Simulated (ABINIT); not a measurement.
Input and output of a self-consistent single point for Fe3Ge (Fm-3m, 4 atoms in the cell) (ABINIT).

Method of the run: PBEsol, norm-conserving pseudopotentials (PseudoDojo nc-sr-04 PBEsol standard) (plane waves; ABINIT).

```
Fe3Ge
1.0
    0.00000     2.81347     2.81347
    2.81347     0.00000     2.81347
    2.81347     2.81347     0.00000
Fe Ge
3 1
Direct
  0.50000   0.50000   0.50000
  0.25000   0.25000   0.25000
  0.75000   0.75000   0.75000
  0.00000   0.00000   0.00000
```
Moments meant for the start (each program seeds them in its own way; μB, in the order of the atoms Fe Fe Fe Ge): 4.0 4.0 4.0 0.0.

Reference input (self-consistent single point, DFT, PBEsol, plane waves, norm-conserving pseudopotentials (PseudoDojo nc-sr-04 PBEsol standard)): pseudos = [Fe.upf, Ge.upf]; ecut = 45 Ha; nsppol = 2; occopt = 3; tsmear = 0.00499791 Ha; ngkpt = 9 9 9; nshiftk = 1; shiftk = 0 0 0; potentials = PseudoDojo nc-sr-04 PBEsol standard; nband = 47; kptopt = 1; nstep = 60. This run's input differs from it in these lines:

```diff
@@ -29,3 +29,3 @@
 kptopt 1
-ngkpt 9 9 9
+ngkpt 5 5 5
 nshiftk 1
```

The program printed (abridged):

```
--- !BeginCycle
solver: {iscf: 7, nstep: 60, nline: 4, wfoptalg: 0, }
tolerances: {toldfe: 1.00E-09, }
...

     iter   Etot(hartree)     deltaE(h) residm    vres2    magn
 ETOT  1  -464.22520655220    -4.64E+02 2.76E-01 2.34E+02 6.978
 ETOT  2  -464.77531516272    -5.50E-01 4.78E-02 1.17E+03 6.441
 ETOT  3  -464.82913642095    -5.38E-02 1.69E-02 6.12E+02 6.189
 ETOT  4  -464.78414399361     4.50E-02 7.77E-03 1.16E+03 6.311
 ETOT  5  -464.87762065667    -9.35E-02 3.52E-03 2.20E+01 6.001
   [... 6 lines left out ...]
 ETOT 12  -464.88025518930    -2.05E-08 7.69E-05 1.00E-04 5.401
 ETOT 13  -464.88025519863    -9.33E-09 5.98E-05 2.98E-06 5.402
 ETOT 14  -464.88025519907    -4.39E-10 3.25E-05 5.38E-08 5.402
 ETOT 15  -464.88025519908    -1.11E-11 4.93E-05 4.50E-09 5.402
 At SCF step   15, etot is converged :
  for the second time, diff in etot=  1.108E-11 < toldfe=  1.000E-09

 Cartesian components of stress tensor (hartree/bohr^3)
  sigma(1 1)= -7.15352468E-05  sigma(3 2)=  0.00000000E+00
  sigma(2 2)= -7.15352468E-05  sigma(3 1)=  0.00000000E+00
  sigma(3 3)= -7.15352468E-05  sigma(2 1)=  0.00000000E+00

 Integrated electronic and magnetization densities in atomic spheres:
 Radius=ratsph(iatom), smearing ratsm=  0.0000. Diff(up-dn)=approximate z local magnetic moment.
 Atom    Radius    up_density   dn_density  Total(up+dn)  Diff(up-dn)
    1   2.00000     8.336923     5.817129     14.154052     2.519794
    2   2.00000     7.868472     6.383444     14.251916     1.485028
    3   2.00000     7.868472     6.383444     14.251916     1.485028
   [... lines left out ...]
 Total magnetization (from the atomic spheres):             5.454597
 Total magnetization (exact up - dn):                       5.401708
 Fermi (or HOMO) energy (hartree) =   0.48317   Average Vxc (hartree)=  -0.52426
 Fermi (or HOMO) energy (eV) =  13.14776   Average Vxc (eV)= -14.26578
   [... lines left out ...]
total_energy        : -4.64880255199081E+02
total_energy_eV     : -1.26500350731569E+04
band_energy         : -3.64193206211229E+01
...

-Cartesian components of stress tensor (GPa)         [Pressure=  2.1046E+00 GPa]
- sigma(1 1)= -2.10463927E+00  sigma(3 2)=  0.00000000E+00
- sigma(2 2)= -2.10463927E+00  sigma(3 1)=  0.00000000E+00
- sigma(3 3)= -2.10463927E+00  sigma(2 1)=  0.00000000E+00

 Calculation completed.
```

The run converged in 15 iterations. Against the reference run the free energy goes up by 1.9 meV/atom, the pressure goes from 1.73 to 2.10 GPa and the size of the net moment hardly changes (1.33 to 1.35 μB/atom).

The starting cell comes from a database of computed structures (which also holds hypothetical and non-ambient phases and stackings), without a prior relaxation at this level. Its lattice was rescaled by a random factor within 2.5 % of one. The magnetic order is the one reached from the typed start; others were not searched systematically.

Cost on one core of a shared machine: roughly 4 min.
